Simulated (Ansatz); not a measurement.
Results of r²SCAN0 (PAW; Ansatz, an electronic-structure program) for 1T (CdI2-type) MgI2.

Run with plane-wave cutoff 520 eV, 9×9×4 k mesh (along the axes of the cell as run), Fermi–Dirac smearing 0.01 eV, scalar-relativistic PAW data made under PBE.

Cell (measured lattice):

Space group P-3m1 (No. 164); a = b = 4.1537 Å, c = 6.8620 Å, α = β = 90.00°, γ = 120.00°

| atom | site | symmetry | x | y | z |
|---|---|---|---|---|---|
| Mg | 1a | -3m. | 0.0000 | 0.0000 | 0.0000 |
| I | 2d | 3m. | 0.3333 | 0.6667 | 0.2424 |

Give the computed band gap and smallest direct gap on the k points sampled.


- band gap: 5.53 eV
- smallest direct gap on the k points sampled: 5.89 eV

Note: cell and atoms aren't relaxed at this level (largest force component 0.07 eV/Å, pressure 0.3 GPa).

Spin–orbit coupling is not included; with these elements it can move the gap by several tenths of an eV or more.
